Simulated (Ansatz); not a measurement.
Start from TiC in the rock salt structure (space group Fm-3m, No. 225; relaxed with 0.1 eV smearing).

```
TiC
1.0
    0.00000     2.14668     2.14668
    2.14668     0.00000     2.14668
    2.14668     2.14668     0.00000
Ti C
1 1
Direct
  0.00000   0.00000   0.00000
  0.50000   0.50000   0.50000
```

Cartesian axes are those of the cell as printed.

Calculations: PBEsol (Ansatz, an electronic-structure program, PAW, without spin-orbit coupling).

For the base:

- Pressure: 0.0 GPa
- Shortest interatomic distance: 214.7 pm

It is then changed as follows: the cell is stretched by 5.53 % along z with no lateral relaxation; the atoms relax in the strained cell.

Question: Predict the new pressure, energy relative to the base and shortest interatomic distance.

Answer: The pressure (mean of the normal stresses, compression positive) goes from zero to -11.6 GPa; the energy goes up by 43 meV/atom; the shortest interatomic distance is still 214.7 pm.

Stability against distortions was not tested. The base started in Pnma and relaxed to Fm-3m at this level. All final runs are without spin polarisation.
